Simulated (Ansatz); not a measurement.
GaP under load (space group I-4m2), r2SCAN with spin-orbit coupling, rigid bands in Ansatz (a program for electronic structure). Condition of this run: biaxial stress xx = yy = -2 GPa (compression positive) (the target of the relaxation). Band gap 1.61 eV, N_c = 1.15e19 cm⁻³ and N_v = 6.24e18 cm⁻³ at 300 K, conductivity masses along z (a = (0.00, 2.76, 2.69) Å; b = (2.76, 0.00, 2.69) Å; c = (2.76, 2.76, 0.00) Å) of 1.00 mₑ (electrons) and 0.311 mₑ (holes). Take k_BT = 0.02585 eV.

**Question.** A film of it is 2 nm thick, with its normal along the direction named. Estimate the confinement energies in an infinite well.

**Answer.** ħ²π²/(2m t²) = 0.376 eV·nm²/(m/mₑ × t²) gives 94.0 meV for electrons and 302 meV for holes, so the gap would widen to about 2.01 eV. Finite barriers and nonparabolic bands lower this, and with several valleys or bands the heaviest mass along the normal sets the lowest level, not this average.

**Question.** What built-in voltage has an abrupt junction with N_A = 1e17 and N_D = 1e17 cm⁻³, all dopants ionised?

**Answer.** V_bi = E_g/e − (k_BT/e) ln(N_c N_v/(N_A N_D)) = 1.61 − 0.02585 × 8.88 = 1.38 V, for the computed gap.

**Question.** What thermal injection velocity √(2k_BT/πm) limits a ballistic channel along the direction named?

**Answer.** 5.38e6 cm/s for electrons and 9.65e6 cm/s for holes, a ratio of √(m_h/m_e) = 0.558, for dilute carriers.

Rigid bands with the computed gap; masses take one relaxation time for all states.
